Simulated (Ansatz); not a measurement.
How far PBE and PBEsol part for hypothetical CsCl type LaAs, La → Cs

Take LaAs in the CsCl type structure (space group Pm-3m, No. 221; a = 3.7443 Å; a hypothetical phase, not in the database extracts checked) as the base.

(Cell as relaxed with PBE.)

Levels (all Ansatz, a first-principles code, PAW): PBE (420 eV, without spin-orbit coupling); PBEsol (420 eV, no spin-orbit coupling).

Each level relaxes its own structure.

```
base                      PBE    PBEsol
-------------------  --------  --------
volume per atom      26.25 Å³  25.03 Å³
lattice parameter a   3.744 Å   3.685 Å
band gap                 zero      zero
```

The change: full substitution La → Cs; the structure is relaxed again.

```json
[
 {"quantity": "band gap", "PBE": "zero", "PBEsol": "___"},
 {"quantity": "volume per atom", "PBE": "39.59 Å³", "PBEsol": "___"}
]
```

Question: Given the PBE results, estimate those of PBEsol.

Answer: 
- band gap, PBEsol: zero
- volume per atom, PBEsol: 35.55 Å³

PBE's volume per atom lies 4.035 Å³ above PBEsol's (11.3 %); the two agree on the band gap. Neither level is exact; PBEsol is the comparison here, not a measurement.

Stability against distortions was not tested. As relaxed here, CsAs is a hypothetical phase, not in the database extracts checked. The final runs are not spin-polarised.
